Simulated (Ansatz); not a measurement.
Base system: SbP in the rock salt structure (space group Fm-3m, No. 225; a = 5.6004 Å; a hypothetical phase, not in the database extracts checked; relaxed with 0.1 eV smearing).

Method: r2SCAN, PAW, 500 eV (Ansatz, a program for electronic structure; no SOC).

For the base:

The band gap is zero and the pressure is 0.0 GPa.

The change: an isotropic linear strain of +4.92 %; the atoms relax in the strained cell.

**Question.** What happens to the energy relative to the base, band gap and pressure?

**Answer.** The energy grows by 102 meV/atom; the band gap is still zero; the pressure goes from zero to -8.5 GPa.

With Sb present, leaving out spin-orbit coupling can change the band edges. Stability against distortions was not tested. The final runs are not spin-polarised.
